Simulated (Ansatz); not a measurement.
A15 V3Si (cubic form, which distorts at low temperature), treated with PBEsol-D3(BJ) in Ansatz (PAW).

Run with plane-wave cutoff 520 eV, 12×12×12 k mesh, Fermi–Dirac smearing 0.05 eV, no spin polarisation, scalar-relativistic PAW data made under PBE.

Computed at the level's own relaxed cell.

Question: Predict the volume per atom, bulk modulus B0, lattice parameter a and pressure derivative B′ of the bulk modulus.

Answer: 
volume per atom: 12.08 Å³/atom
bulk modulus B0: 224 GPa
lattice parameter a: 4.589 Å
pressure derivative B′ of the bulk modulus: 4.0

The run finds no gap.

Measured, for comparison: equilibrium volume per atom 13.18 Å³/atom, lattice constant a 4.724 Å (temperature not stated, no zero-point or thermal correction; as tabulated in Zeng et al. (2023), arXiv:2309.11055); bulk modulus 171 GPa (300 K, no zero-point or thermal correction, our sources range from 171 to 176; as tabulated in Lu and Klein (1997), arXiv:cond-mat/9704251). Computed (rounded) less measured: equilibrium volume per atom -8.3 %, bulk modulus +31 % (+27 % to +31 % over the range), lattice constant a -2.9 %.

Note: symmetry holds this phase in the static calculation, where it need not be a minimum.

Ansatz is a program for electronic structure.
